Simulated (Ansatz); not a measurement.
A 16-atom cell of (Ti,Nb)C started in the rock salt structure, site fractions Ti 0.500, Nb 0.500, short-range order 0.00 in the first shell of the mixed sites (0 is random, a negative value favours unlike neighbours), space group Fd-3m at the end, an ordered arrangement that its symmetry holds. The mixed sublattice has 8 sites.

The mixing enthalpy is taken against the end members in the rock salt type (which need not be the stable form of NbC), relaxed in the same cell and mesh.

Level of theory: PBE (plane waves to 420 eV, PAW; Ansatz, a quantum-chemistry and plane-wave program). Spin–orbit coupling is left out; the runs are not spin-polarised. Its k-point mesh 5×5×5, Fermi–Dirac width 0.05 eV.

| cell | energy at zero smearing (eV) |
|---|---|
| TiC | -22018.169 |
| NbC | -38434.613 |
| NbTiC2 | -30226.826 |

Q: Work out the mixing enthalpy per mixed site and the interaction parameter Ω of a regular solution.

A: With x = 4/8 of the second end member, ΔH = [-30226.826 − 4/8 × (-22018.169) − 4/8 × (-38434.613)] / 8 = -54 meV against the separate end members. Ω = ΔH / x(1 − x) = -217 meV.
